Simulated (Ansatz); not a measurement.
# How far to go with the plane-wave cutoff: CaC2 (Cm, 6 atoms in the cell)

```xyz
6
Lattice="3.5896 -1.9210 0.0000 3.5896 1.9210 0.0000 -2.1707 0.0000 7.1142" Properties=species:S:1:pos:R:3 pbc="T T T"
Ca     4.0891     0.0000     5.4106
Ca     0.9194     0.0000     1.7536
C     -0.6562     0.0000     4.0146
C      5.6648     0.0000     3.0996
C      3.1176     0.0000     0.4144
C      1.8910     0.0000     6.6998
```

Method of the run: PBEsol, default PAW files made with PBE (plane waves; Ansatz, an electronic-structure program).

Base settings: basis.ecutwfc = 420 eV; kpoints.mp_grid.grid = 6 6 3; hamiltonian.xc = pbesol; hamiltonian.pseudopotentials = {kind: paw} (the program's default PAW files); scf.occupations.method = fixed.

The second cell is the first with its lattice scaled by 0.98.

The mesh stays at the base's, so the ladder's end is converged at best in this setting alone.

The first pressure column holds Ansatz's estimate of the finite-basis (Pulay) stress, which hides part of the cutoff error; the other is without it.

Only quantities that move along the ladder and can be compared are tabulated.

The count of work is k-points × plane waves × bands × iterations; it is no time. 

The starting cell comes from a database of computed structures (which also holds hypothetical and non-ambient phases and stackings), without a prior relaxation at this level. Its lattice was rescaled by up to half a per cent. One atom was moved a little off its site on purpose.

Steps (basis.ecutwfc): 145 eV; 170 eV; 190 eV; 210 eV; 230 eV; 250 eV; 295 eV; 335 eV; 380 eV; 420 eV; 460 eV; 505 eV; 565 eV; 630 eV; 735 eV; 840 eV; 1010 eV.

**Question.** What is the coarsest basis.ecutwfc that holds the forces within 0.005 eV/Å of the last step, with all finer ones?

**Answer.** 460 eV, at 0.27 of the last step's count of work; the step before is off by 0.009 eV/Å.

**Question.** What is the coarsest basis.ecutwfc that holds the pressure within 0.1 GPa of the last step, with all finer ones?

**Answer.** 380 eV, at 0.23 of the last step's count of work; the step before is off by 0.20 GPa.

**Question.** What is the coarsest basis.ecutwfc that holds the pressure without the Pulay estimate within 1 GPa of the last step, with all finer ones?

**Answer.** 380 eV, at 0.23 of the last step's count of work; the step before is off by 2.2 GPa.

```csv
basis.ecutwfc,free energy less the last step's (meV/atom),energy of the compressed cell less the first (meV/atom),pressure (GPa),pressure without the Pulay estimate (GPa),largest difference of a force vector from the last step's (eV/Å),count of work / last
145 eV,5882.89,-32.90,-3.71,-141.65,0.923,0.052
170 eV,3158.92,19.26,1.02,-87.65,0.360,0.076
190 eV,1884.65,20.91,1.97,-59.20,0.104,0.084
210 eV,1114.21,27.55,0.39,-39.67,0.336,0.094
230 eV,657.85,14.30,-0.78,-26.56,0.516,0.11
250 eV,390.74,11.14,-1.53,-18.04,0.564,0.12
295 eV,117.70,6.17,-1.73,-8.02,0.342,0.14
335 eV,36.89,5.61,-1.92,-4.36,0.131,0.19
380 eV,8.90,4.76,-2.07,-2.79,0.033,0.23
420 eV,2.46,4.48,-2.11,-2.32,0.009,0.27
460 eV,0.92,4.43,-2.12,-2.16,0.004,0.27
505 eV,0.63,4.42,-2.12,-2.13,0.002,0.35
565 eV,0.50,4.41,-2.12,-2.13,0.001,0.42
630 eV,0.29,4.41,-2.12,-2.13,0.001,0.49
735 eV,0.07,4.40,-2.12,-2.13,0.000,0.62
840 eV,0.03,4.40,-2.12,-2.12,0.000,0.76
1010 eV,0.00,4.40,-2.12,-2.12,0.000,1.0
```

The energy difference between the two cells stays within 1 meV/atom of the last step's from 380 eV on, the total only from 460 eV on: much of the error is common to both cells and cancels.

At the lowest cutoff the pressure without the Pulay estimate lies 140 GPa under the last step's, the usual sign of Pulay stress in an incomplete plane-wave basis.

Keys are those of Ansatz 0.2.
